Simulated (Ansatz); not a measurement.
Consider the following.

```
CELL_PARAMETERS angstrom
      0.00000     2.37892     2.37892
      2.37892     0.00000     2.37892
      2.37892     2.37892     0.00000
ATOMIC_POSITIONS crystal
  As 0.75000 0.75000 0.75000
  B  0.00000 0.00000 0.00000
```

No spin polarisation.

A single point on BAs with a change (pressure 0.9 GPa), its geometry relaxed with PBEsol.

Computed with DFT with r2SCAN, PAW potentials and a 500 eV plane-wave cutoff in Ansatz (a quantum-chemistry and plane-wave program), no SOC. Settings: 12×12×12 k-points, 0.05 eV Fermi–Dirac smearing.

Q: Predict the gap character, electron mass and width of the top valence band.

A: 
```json
{
 "gap_character": "indirect, Γ → Γ–X (82 % along)",
 "electron_mass": "1.1 mₑ along k, 0.21 mₑ across (off the special points)",
 "width_of_the_top_valence_band": "5.51 eV"
}
```

Single points use the geometry relaxed with PBEsol. Load acts through the strain it causes; cell and atoms are relaxed under it. Masses are band curvatures over ±0.01 Å⁻¹ around the edge. Along k means along the line from Γ to the band edge. Whether these cells are dynamically stable was not tested. The cell was made from BAs in the zinc blende structure (space group F-43m, No. 216) by this change: pressure 0.9 GPa.
